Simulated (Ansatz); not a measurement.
The reference is Pb in the fcc (Cu type) structure (space group Fm-3m, No. 225; a = 4.934 Å; relaxed with 0.1 eV smearing). Axes: x, y, z lie along the cube axes.

The values are results of PBEsol/PAW in Ansatz (a quantum-chemistry and plane-wave program), scalar-relativistic without spin-orbit coupling, not measurements.

Strains are applied to the cell and any free atomic positions relax.

One change was made to it. Results:

```json
[
 {"quantity": "energy relative to the base (free energy F)", "base": "0 meV/atom", "after": "+2.2 meV/atom"},
 {"quantity": "band gap", "base": "zero", "after": "zero"}
]
```

**Question.** Name the change that was made.
A) tensor shear ε_xy = +1.14 %
B) tensor shear ε_xy = +0.29 %
C) tensor shear ε_xy = +1.71 %

**Answer.** C, tensor shear ε_xy = +1.71 %. For comparison, the energy relative to the base in the other runs: tensor shear ε_xy = +0.29 % gives +0.1 meV/atom; tensor shear ε_xy = +1.14 % gives +1.0 meV/atom.

No phonon test of stability was made.
